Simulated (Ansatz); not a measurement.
**Lattice parameter c of Ta₂Ge (model structure, started from the Fe2P type, P-62m, No. 189, 9 atoms in the cell) at several levels of theory**

No measured value is used here.

```csv
level (code),value (Å)
PBE (Ansatz),…
PBEsol (Ansatz),3.377
PBE-D3(BJ) (Ansatz),3.374
```

Task: Fill in the missing entries.

Result: 
- PBE (Ansatz, a quantum-chemistry and plane-wave program), value (Å): 3.413

Density-functional levels without +SOC have no spin–orbit coupling. Ansatz's density-functional and Hartree–Fock values are scalar-relativistic unless marked +SOC, with PAW data made under PBE.

A model structure was made by putting elements into a prototype or built by hand; it is no filed structure, need not be a known phase, and can be a saddle point held by its symmetry.
